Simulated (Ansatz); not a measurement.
Given:

```xyz
10
Lattice="-3.3008 3.3008 3.7440 3.3008 -3.3008 3.7440 3.3008 3.3008 -3.7440" Properties=species:S:1:pos:R:3 pbc="T T T"
Sr     0.0000     0.0000     1.8720
Sr     0.0000     0.0000     5.6160
Zn    -0.8797     2.4211     3.7440
Zn     4.1805     0.8797     0.0000
Zn     0.8797     2.4211     0.0000
Zn     2.4211     0.8797     3.7440
N      2.2094    -1.0915     3.7440
N      1.0915     4.3923     0.0000
N      1.0915     2.2094     3.7440
N      2.2094     1.0915     0.0000
```

These are PBE, rigid bands (plane waves, PAW, scalar-relativistic; Ansatz, a first-principles code) values and carry that method's errors. Condition of this run: functional PBE, cell relaxed with it. Geometry: cell and atoms relaxed with PBE.

### Question
Predict the hole conductivity mass (n e² τ/σ) at 300 K, by direction if it differs.

### Answer
0.52 (x), 0.52 (y), 8.6 (z) mₑ.

### Question
And the band gap?

### Answer
0.33 eV at this level; semilocal functionals usually fall short of the measured gap.

Rigid bands, one relaxation time for all states, no polarons. Spin-orbit coupling is left out; where it splits the top of the valence band it changes the hole mass and lowers the gap by about a third of the splitting.

Computed structure with no diffraction record at hand here (it may be known, metastable or hypothetical): SrZn2N2 (I4/mcm).
